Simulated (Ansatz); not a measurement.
Consider KI in the rock salt structure (space group Fm-3m, No. 225; a = 7.0056 Å).

Computed with PBEsol, PAW, 420 eV (Ansatz, a first-principles code; no spin-orbit coupling).

Base values:

The pressure comes out as 0.01 GPa.

Perturbation: the cell is scaled by 1.0100 in all directions, atoms relaxed at fixed cell.

Task: What happens to the pressure?

Result: The pressure drops by 0.34 GPa to -0.33 GPa.

Task: What happens to the mean gap deformation potential ΔEg/Δln V?

Result: The mean gap deformation potential ΔEg/Δln V amounts to -2.1 eV.

Spin-orbit coupling, missing from the scalar runs, can matter with I. The cells carry an imposed strain or load. Whether these cells are dynamically stable was not tested.
